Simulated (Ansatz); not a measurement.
## Effect of pressure −2 GPa on KZnF3

Take KZnF₃ in the cubic perovskite structure (space group Pm-3m, No. 221; a = 4.0523 Å) as the base.

Modification: a negative pressure, −2 GPa.

All numbers come from Ansatz (a quantum-chemistry and plane-wave program), PBEsol, PAW, cutoff 420 eV, no spin-orbit coupling. Settings: 8×8×8 k-points, 0.05 eV Fermi–Dirac smearing.

- Volume per atom: 13.67 Å³ (base 13.31 Å³)
- Lattice parameter a: 4.088 Å (base 4.052 Å)
- Shortest interatomic distance: 2.044 Å (base 2.026 Å)
- Enthalpy H = E + PV relative to the base's energy: -0.17 eV/atom
- Band gap: 3.64 eV (base 3.71 eV)
- Gap character: indirect, R → Γ (base indirect, R → Γ)
- Smallest direct gap: 5.31 eV (base 5.52 eV)
- Mean gap deformation potential ΔEg/Δln V: -2.5 eV
- Width of the top valence band: 1.67 eV (base 1.82 eV)
- Electron mass: 0.44 mₑ (at Γ) (base 0.44 mₑ (at Γ))

Load acts through the strain it causes; cell and atoms are relaxed under it. Effective masses come from finite differences of ±0.01 Å⁻¹. Stability against distortions was not tested. Many cubic perovskites are stable only at high temperature; tilts and polar distortions were not tested.
